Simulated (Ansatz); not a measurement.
A self-consistent single point of KPbI₃ (Pm-3m, 5 atoms in the cell) with Ansatz (an electronic-structure program).

Level of theory: PBE (plane waves, PAW; Ansatz).

```xyz
5
Lattice="6.1143 0.0000 0.0000 0.0000 6.1143 0.0000 0.0000 0.0000 6.1143" Properties=species:S:1:pos:R:3 pbc="T T T"
K      0.0000     0.0000     0.0000
Pb     3.0571     3.0571     3.0571
I      0.0000     3.0571     3.0571
I      3.0571     3.0571     0.0000
I      3.0571     0.0000     3.0571
```

Reference input (self-consistent single point, DFT, PBE, plane waves, default PAW files): kpoints.mp_grid.grid = 4 4 4; hamiltonian.xc = pbe; hamiltonian.pseudopotentials = {kind: paw} (the program's default PAW files); scf.occupations.method = methfessel_paxton; scf.occupations.width = 0.05 eV. This run's input differs from it in these lines:

Ansatz 0.2 input:
```diff
@@ -12,2 +12,4 @@
     - { symbol: I, position_ang: [3.057132, 0.000000, 3.057132] }
+basis:
+  ecutrho_ratio: 2
 kpoints:
```

Log, with long lists cut:

```
SCF iter   1: F=—  HF=-35987.210286 eV  |F-HF|=—  |Δ(HF+E_count)|=         —  Δρ=7.66e-4  dr2=1.37e-3  ethr=1.77e-3  ⟨swp⟩=10.9  Hψ=2332  notcnv=0  defer=3
all-band conjugate gradients solve this SCF's bands
preconditioner: auto → Resta (q_TF=auto, 2.261 Å⁻¹)
SCF iter   2: F=—  HF=-35987.210332 eV  |F-HF|=—  |Δ(HF+E_count)|=   4.59e-5  S|Δr|=    0.00e0  Δρ=4.99e-4  dr2=4.81e-4  ethr=1.85e-6  ⟨swp⟩=2.8  Hψ=991  notcnv=0  defer=12
SCF iter   3: F=—  HF=-35987.210423 eV  |F-HF|=—  |Δ(HF+E_count)|=   9.06e-5  S|Δr|=    0.00e0  Δρ=2.36e-4  dr2=1.34e-4  ethr=6.50e-7  ⟨swp⟩=2.2  Hψ=752  notcnv=0  defer=12
SCF iter   4: F=—  HF=-35987.210546 eV  |F-HF|=—  |Δ(HF+E_count)|=   1.24e-4  S|Δr|=    0.00e0  Δρ=5.57e-5  dr2=7.53e-6  ethr=1.81e-7  ⟨swp⟩=2.0  Hψ=747  notcnv=0  defer=12
SCF iter   5: F=—  HF=-35987.210435 eV  |F-HF|=—  |Δ(HF+E_count)|=   1.11e-4  S|Δr|=    0.00e0  Δρ=1.35e-5  dr2=5.52e-7  ethr=1.02e-8  ⟨swp⟩=2.0  Hψ=790  notcnv=0  defer=12
SCF iter   6: F=-35987.210435 eV  HF=-35987.210435 eV  |F-HF|=1.47e-9  |Δ(HF+E_count)|=   2.88e-7  S|Δr|=    0.00e0  Δρ=2.11e-6  dr2=1.83e-8  ethr=1.35e-10  ⟨swp⟩=13.3  Hψ=2330  notcnv=0
SCF 1 converged in 6 iterations: F = -35987.210435 eV  dr2 = 1.83e-8
Stability not checked (fill_not_monotonic)
Free energy (F): -35987.210435 eV
Internal energy: -35987.210435 eV  (E = F + TS)
E sigma→0 (E₀):  -35987.210435 eV
Fermi energy:    5.333052 eV
--- Forces (eV/Å), atoms counted from 1 ---
  atom   1  K      0.00000000    -0.00000000     0.00000000
   [... zero for the other atoms too ...]
--- Stress (GPa, compression-positive) ---
        2.512673      -0.000000       0.000000
       -0.000000       2.512673      -0.000000
        0.000000       0.000000       2.512673
  P = ⅓ Tr σ = 2.5127 GPa (25.127 kbar)
  The stress holds the Pulay correction, which leaves out the density cutoff's part. Without it, at fixed plane waves, as pw.x and ABINIT print it …
settings of this run that can trade accuracy for cost: basis.ecutrho_ratio < 4. Do not mix this run's numbers with those of runs without the same settings …
```

The run converged in 6 iterations. Against the reference run the free energy goes down by 1.1 meV/atom, the pressure moves little (2.50 to 2.51 GPa) and the gap on the mesh stays at 1.021 eV. The full log also holds: “WARN basis.ecutrho_ratio = 2 (ecutrho = 840 eV) is below the records' recommended cutoff”.

The starting cell was generated: these elements placed on a structure prototype, without a prior relaxation; it need not be a known phase or ordering of this composition. Spin-orbit coupling is off. Ansatz's pressure includes its estimate of the finite-basis (Pulay) stress. The cutoff lies below the one recommended for these files.
